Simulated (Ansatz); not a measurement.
The starting structures come from a database of crystals and need not be the phases stable at ambient conditions.

By PBEsol, the system below comes out a metal.

The ballistic (Sharvin) conductance counts the channels at the Fermi level: G/A = (e²/h) × channels of both spins per area.

```xyz
2
Lattice="2.8064 0.0000 0.0000 0.0000 4.5515 0.0000 1.4032 0.0000 2.4304" Properties=species:S:1:pos:R:3 pbc="T T T"
Ir     2.8064     1.1379     1.6203
Ir     1.4032     3.4137     0.8101
```

Space group of this cell: P6_3/mmc, hcp (Mg type). The cell is strained (all lengths scaled by 1.02); by PBEsol its mean pressure is -28.6 GPa.

The current flows along the normal of the first two printed cell vectors, the (100) plane of the conventional cell. No spin-orbit coupling; the value is a mean over 0.1 eV about the Fermi level.

Problem. Predict the ballistic conductance per area from PBEsol (Ansatz, a quantum-chemistry and plane-wave program).

Solution. 1.4 × 10¹⁵ S/m² for both spins.
